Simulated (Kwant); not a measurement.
Model system: six-terminal Hall bar in a InAs two-dimensional gas. Effective mass 0.023 mₑ, grid spacing 12 nm, hard walls, nominal width 300 nm (25 grid rows, so walls 312 nm apart), one parabolic valley, scattering region 780 nm long along x; energies count from the band bottom; Fermi energy swept from 0.0009625 to 0.0077 eV. Four side probes 150 nm wide, two on each edge; current runs along x; the sign of the Hall resistance is a convention. Perpendicular field 0.35 T, also in the leads; orbital effect alone.

The device is made up for the run: typed textbook-type constants, with dimensions and the other settings drawn at random.

Kwant, effective-mass tight-binding model on a square grid, one spin, coherent transport at 0 K. Resistances are in h/e².

How many Landau levels lie under the Fermi energy, and what Hall resistance follows, at 1.31 meV and 0.350 T; 3.02 meV and 0.350 T; 3.59 meV and 0.350 T; 7.01 meV and 0.350 T?

ħωc = ħeB/m = 5.03 meV a tesla; levels lie at (n + ½)ħωc. E/ħωc = 0.74 gives 1 level and h/(1e²) = 1.000; simulated 1.000. E/ħωc = 1.71 gives 2 levels and h/(2e²) = 0.500; simulated 0.500. E/ħωc = 2.04 gives 2 levels and h/(2e²) = 0.500; simulated 0.500. E/ħωc = 3.98 gives 4 levels and h/(4e²) = 0.250; simulated 0.250.
